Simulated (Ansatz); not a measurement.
**Zr₂O (model structure, started from the Hf2S type, P6₃/mmc, No. 194, 6 atoms in the cell): properties by level of theory**

```
level (code)     lattice parameter a (Å)  lattice parameter c (Å)  cohesive energy (eV/atom)
---------------  -----------------------  -----------------------  -------------------------
LDA (Ansatz)                         ___                   10.831                        ___
PBE (Ansatz)                       3.209                      ___                        ___
PBEsol (Ansatz)                    3.174                   10.914                       7.32
r²SCAN (Ansatz)                    3.198                   11.011                       6.50
```

### Question
Complete the blanks.

### Answer

- LDA (Ansatz, a quantum-chemistry and plane-wave program), lattice parameter a (Å): 3.149
- LDA (Ansatz), cohesive energy (eV/atom): 8.04
- PBE (Ansatz), lattice parameter c (Å): 11.041
- PBE (Ansatz), cohesive energy (eV/atom): 6.76

Ansatz's density-functional and Hartree–Fock values are scalar-relativistic unless marked +SOC, with PAW data made under PBE.

Free atoms are spin-polarised, in the lowest state found; at levels without +SOC their spin–orbit coupling is left out.

The computed numbers hold no vibrational or temperature effects.

A model structure was made by putting elements into a prototype or built by hand; it is no filed structure, need not be a known phase, and can be a saddle point held by its symmetry.
